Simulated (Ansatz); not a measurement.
For ZrS (Fm-3m, No. 225, 2 atoms in the cell; start mp-1925), PBEsol (Ansatz, a first-principles code, plane waves, PAW) gives:

* **lattice constant a**: 5.166 Å
* **bulk modulus B0**: 148 GPa
* **cohesive energy**: 6.62 eV/atom

Q: What does r²SCAN (PAW; Ansatz) give for the same quantities?

A: 
- lattice constant a: 5.224 Å (increases by 1.1 %)
- bulk modulus: 140 GPa (falls by 5.4 %)
- cohesive energy: 5.88 eV/atom (decreases by 0.74 eV/atom)

Changes are worked out from the printed values.

Unless a cell is named, each level is at its own relaxed cell (PBEsol 17.23, r²SCAN 17.82 Å³/atom).

Caveats: the bulk modulus is −V dP/dV from two relaxed cells at ±2 % in volume (PBEsol, r²SCAN); the relaxation could not lower the start's symmetry, so the cell can be a saddle point above a distorted one (PBEsol, r²SCAN). Ansatz's density-functional and Hartree–Fock values are scalar-relativistic unless marked +SOC, with PAW data made under PBE.

A start named mp-… is a Materials Project structure, which need not be a measured phase.
